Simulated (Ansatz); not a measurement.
Take Sr in the fcc (Cu type) structure (space group Fm-3m, No. 225; a = 6.029 Å) as the base.

Method: PBE (Ansatz, a program for electronic structure, PAW, scalar-relativistic without spin-orbit coupling), earlier PAW set.

For the base:

| Property | Result |
|---|---|
| Volume per atom | 54.78 Å³ |

It is then changed as follows: a hydrostatic pressure of 7.5 GPa.

Task: What does the calculation give for the volume per atom after the change?

Result: The volume per atom drops by 16.427 Å³, from 54.78 Å³ to 38.36 Å³.

Load acts through the strain it causes; cell and atoms are relaxed under it. Whether these cells are dynamically stable was not tested. Measured, Sr leaves this structure (for bcc) near 3.5 GPa (temperature not stated; as listed in Olga Degtyareva, NATO science for peace and security series. B, Physics and biophysics (2010)).
